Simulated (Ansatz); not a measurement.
EuO under a change: pressure 3 GPa

Consider EuO in the rock salt structure (space group Fm-3m, No. 225; a = 5.062 Å; ferromagnetic).

Perturbation: a hydrostatic pressure of 3 GPa.

Method: DFT with PBE, PAW potentials and a 420 eV plane-wave cutoff in Ansatz (a quantum-chemistry and plane-wave program), spin-orbit coupling left out. k-mesh 16×16×16 (Γ-centred); smearing 0.05 eV (Fermi–Dirac).

| quantity | base | changed | shift |
|---|---|---|---|
| volume per atom | 16.21 Å³ | 15.75 Å³ | -0.46 Å³ |
| lattice parameter a | 5.062 Å | 5.013 Å | -0.049 Å |
| shortest interatomic distance | 2.531 Å | 2.506 Å | -0.0244 Å |
| enthalpy H = E + PV relative to the base's energy | – | +0.30 eV/atom | – |
| band gap | zero | zero | – |
| magnetic state | ferromagnetic | ferromagnetic | – |
| largest site moment | 6.58 μB | 6.55 μB | -0.025 μB |

Cost of the whole job for the changed cell (relaxation, final SCF and bands): roughly 70 core-seconds.

The magnetic state is the one reached from the starting moments; the real material's order can differ, and small cells can't hold many antiferromagnetic ones. The state of the 4f shell was not checked for lower solutions. Load acts through the strain it causes; cell and atoms are relaxed under it. Whether these cells are dynamically stable was not tested. No Hubbard U is applied, and correlation can decide whether such a compound is a metal.
